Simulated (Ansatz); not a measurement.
For Cu3Sb (model structure, P6/mmm, No. 191, 4 atoms in the cell), PBEsol in Ansatz (plane waves, PAW) gives:

```
Quantity                   Value
------------------  ------------
lattice constant a       4.447 Å
c axis length            4.857 Å
bulk modulus            68.0 GPa
cohesive energy     3.31 eV/atom
```

Task: What does r²SCAN in Ansatz (PAW) give for the same quantities?

Result: 
- lattice constant a: 4.478 Å (grows by 0.7 %)
- lattice parameter c: 4.891 Å (increases by 0.7 %)
- bulk modulus: 66.1 GPa (decreases by 2.8 %)
- cohesive energy: 3.11 eV/atom (drops by 0.20 eV/atom)

Changes are worked out from the printed values.

Unless a cell is named, each level is at its own relaxed cell (PBEsol 20.80, r²SCAN 21.23 Å³/atom).

Levels without +SOC leave out spin–orbit coupling, which shifts energies and cells of such heavy elements.

Caveats: the bulk modulus is −V dP/dV from two relaxed cells at ±2 % in volume (PBEsol, r²SCAN). Ansatz's density-functional and Hartree–Fock values are scalar-relativistic unless marked +SOC, with PAW data made under PBE.

A model structure was made by putting elements into a prototype or built by hand; it is no filed structure, need not be a known phase, and can be a saddle point held by its symmetry.

Ansatz is an electronic-structure program.
